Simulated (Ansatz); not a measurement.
**GaN: response to strain**

Consider GaN in the zinc blende structure (space group F-43m, No. 216; a = 4.498 Å). Axes: x, y, z lie along the cube axes.

Strains are applied to the cell and any free atomic positions relax; under biaxial strain the out-of-plane vector relaxes too; under stress the whole cell relaxes.

Level of theory: r2SCAN, PAW, 500 eV (Ansatz, a quantum-chemistry and plane-wave program; scalar-relativistic without spin-orbit coupling).

Notes on the quantities. energy relative to the base: free energy F; pressure: mean of the normal stresses, compression positive.

```tsv
variant	energy relative to the base	electron mass	space group	shortest interatomic distance	pressure
base	0 meV/atom	0.17 mₑ (at Γ)	F-43m (No. 216)	3.681 bohr	0.00 GPa
biaxial strain −0.44 %, plane normal [110], relaxed out of plane	+0.6 meV/atom	0.17 mₑ (at Γ)	Imm2 (No. 44)	3.669 bohr	1.27 GPa
biaxial strain −1.01 %, plane normal [111], relaxed out of plane	+3.4 meV/atom	–	R3m (No. 160)	3.657 bohr	[?]
isotropic strain −2.90 %	[?]	0.21 mₑ (at Γ)	F-43m (No. 216)	3.574 bohr	20.97 GPa
isotropic strain −2.10 %	+30 meV/atom	0.20 mₑ (at Γ)	F-43m (No. 216)	3.603 bohr	14.35 GPa
uniaxial strain ε_yy = −4.17 %	+18 meV/atom	–	I-4m2 (No. 119)	3.630 bohr	9.02 GPa
uniaxial strain ε_yy = −2.52 %	+6.5 meV/atom	0.18 mₑ (at Γ)	I-4m2 (No. 119)	3.650 bohr	5.25 GPa
uniaxial strain ε_zz = −1.02 %	[?]	0.18 mₑ (at Γ)	I-4m2 (No. 119)	3.668 bohr	2.05 GPa
uniaxial stress, 0.5 GPa tension along x	0.0 meV/atom	0.17 mₑ (at Γ)	I-4m2 (No. 119)	3.682 bohr	–
uniaxial stress, 1 GPa tension along z	+0.2 meV/atom	0.17 mₑ (at Γ)	I-4m2 (No. 119)	3.683 bohr	–
```

Problem. Complete the table.

Solution. 
- biaxial strain −1.01 %, plane normal [111], relaxed out of plane, pressure: 3.23 GPa
- isotropic strain −2.90 %, energy relative to the base: +58 meV/atom
- uniaxial strain ε_zz = −1.02 %, energy relative to the base: +1.1 meV/atom

The levels and masses belong to the bands next to the band gap. Effective masses come from finite differences of ±0.01 Å⁻¹. Beyond what the load breaks, stability against distortions was not tested. This is not the structure that GaN has at room temperature and ambient pressure.
